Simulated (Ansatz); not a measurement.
**Pd, pressure series**

Consider Pd in the fcc (Cu type) structure (space group Fm-3m, No. 225).

```xyz
1
Lattice="0.0000 1.9713 1.9713 1.9713 0.0000 1.9713 1.9713 1.9713 0.0000" Properties=species:S:1:pos:R:3 pbc="T T T"
Pd     0.0000     0.0000     0.0000
```

Cell and atoms are relaxed at each pressure.

Method: PBE, PAW, 420 eV (Ansatz, an electronic-structure program; no spin-orbit coupling), earlier PAW set.

Notes on the quantities. enthalpy: H = E + PV relative to the base's energy.

| change | lattice parameter a | enthalpy |
|---|---|---|
| base | 3.943 Å | – |
| pressure −2 GPa | 3.959 Å | -0.19 eV/atom |
| pressure −1 GPa | 3.951 Å | -0.10 eV/atom |
| pressure 0.3 GPa | 3.940 Å | +0.03 eV/atom |
| pressure 0.7 GPa | 3.937 Å | +0.07 eV/atom |
| pressure 1.5 GPa | 3.931 Å | +0.14 eV/atom |
| pressure 3 GPa | (withheld) | +0.28 eV/atom |
| pressure 5 GPa | 3.906 Å | +0.47 eV/atom |
| pressure 7.5 GPa | (withheld) | +0.70 eV/atom |
| pressure 10 GPa | (withheld) | +0.93 eV/atom |

Question: Complete the table.

Answer: 
- pressure 3 GPa, lattice parameter a: 3.920 Å
- pressure 7.5 GPa, lattice parameter a: 3.890 Å
- pressure 10 GPa, lattice parameter a: 3.875 Å

Load acts through the strain it causes; cell and atoms are relaxed under it. Stability against distortions was not tested. No other phases were tried under pressure. All final runs are without spin polarisation.
